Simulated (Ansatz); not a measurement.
## Carrier properties of ZnS under load (space group R3m)

Given:

```
ZnS
1.0
    0.05487     2.71747     2.71747
    2.71747     0.05487     2.71747
    2.71747     2.71747     0.05487
Zn S
1 1
Direct
  0.00173   0.00173   0.00173
  0.24827   0.24827   0.24827
```

Level of theory: r2SCAN with spin-orbit coupling, rigid bands (plane waves, PAW; Ansatz, a quantum-chemistry and plane-wave program). Condition of this run: uniaxial stress along [111] of -3 GPa (compression positive) (the target of the relaxation). How the cell was made: cell and atoms relaxed with PBEsol, then loaded as said.

The band gap is 2.63 eV. The electron conductivity mass (300 K, dilute) is 0.21 mₑ. The hole conductivity mass (300 K, dilute) is 0.76 mₑ and the effective density of states N_c (300 K) comes out as 2.2e18 cm⁻³. The effective density of states N_v (300 K) comes out as 2.8e19 cm⁻³, the density-of-states mass, electrons is 0.200 mₑ and the density-of-states mass, holes is 1.07 mₑ. The Seebeck coefficient, n-type 1e19 cm⁻³, 300 K is -117 μV/K. The Seebeck coefficient, p-type 1e19 cm⁻³, 300 K is 349 μV/K.

Rigid bands; masses and Seebeck coefficients take one relaxation time τ for all states and one kind of carrier; polarons and phonon drag are left out. Geometry: cell and atoms relaxed with PBEsol.
